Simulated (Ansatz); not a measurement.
# Carrier doping in CsPbBr3

Take CsPbBr$_{3}$ in the cubic perovskite structure (space group Pm-3m, No. 221) as the base.

```yaml
crystal:
  lattice:
    - [6.00277, 0.00000, 0.00000]
    - [0.00000, 6.00277, 0.00000]
    - [0.00000, 0.00000, 6.00277]
  atoms:
    - { symbol: Cs, position: [0.00000, 0.00000, 0.00000] }
    - { symbol: Pb, position: [0.50000, 0.50000, 0.50000] }
    - { symbol: Br, position: [0.00000, 0.50000, 0.50000] }
    - { symbol: Br, position: [0.50000, 0.50000, 0.00000] }
    - { symbol: Br, position: [0.50000, 0.00000, 0.50000] }
```

Carriers are added at fixed cell with a uniform background; the Fermi–Dirac width is that of 300 K.

Computed with Ansatz (a first-principles code) PBE, spin-orbit coupling left out, earlier PAW set.

Candidates:
(a) holes 5.0×10^21 cm⁻³
(b) electrons 2.0×10^21 cm⁻³
(c) holes 2.0×10^21 cm⁻³

Notes on the quantities. Fermi level from band edge: Fermi level relative to the doped band's edge (positive inside the band; to 0.05 eV).

Problem. Order them by Fermi level from band edge, lowest first.

Solution. (b) electrons 2.0×10^21 cm⁻³ (+0.55 eV), (c) holes 2.0×10^21 cm⁻³ (+0.90 eV), (a) holes 5.0×10^21 cm⁻³ (+1.10 eV)

Carriers are added with a uniform compensating background; total energy and stress of such cells depend on the potential's zero and are not compared; many-body gap narrowing is missing at this level. No phonon test of stability was made. Many cubic perovskites are stable only at high temperature; tilts and polar distortions were not tested. This is not the structure that CsPbBr3 has at room temperature and ambient pressure.
